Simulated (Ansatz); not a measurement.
The starting structures come from a database of crystals and need not be the phases stable at ambient conditions.

Data:

```
GaNaO6Si2
1.0
    5.34422     0.00000     0.00000
    2.34873     9.24652     0.00000
   -1.49775     4.62326     4.41232
Na Ga Si O
2 2 4 12
Direct
  0.95091   0.29909   0.40182
  0.04909   0.70091   0.59818
  0.34996   0.90004   0.19992
  0.65004   0.09996   0.80008
  0.15054   0.61868   0.18142
  0.84946   0.38132   0.81858
  0.53088   0.19990   0.18142
  0.46912   0.80010   0.81858
  0.16483   0.34290   0.01704
  0.83517   0.65710   0.98296
  0.35221   0.64006   0.01704
  0.64779   0.35994   0.98296
  0.69985   0.10172   0.51476
  0.30015   0.89828   0.48524
  0.31491   0.38352   0.51476
  0.68509   0.61648   0.48524
  0.94249   0.19039   0.84322
  0.05751   0.80961   0.15678
  0.40073   0.96639   0.84322
  0.59927   0.03361   0.15678
```

Space group of this cell: C2/c. The cell is taken as given; by r2SCAN its mean pressure is -6.8 GPa.

Transport runs along the normal of the first two printed cell vectors.

No gap correction and no spin-orbit coupling; mid-gap values are interpolated between computed energies.

### Question
State the band gap and the smallest decay constant κ at mid-gap according to r2SCAN in Ansatz (a first-principles code).

### Answer
Gap 4.90 eV on a 8×8×8 mesh; κ = 0.392 1/Å, at the zone centre.
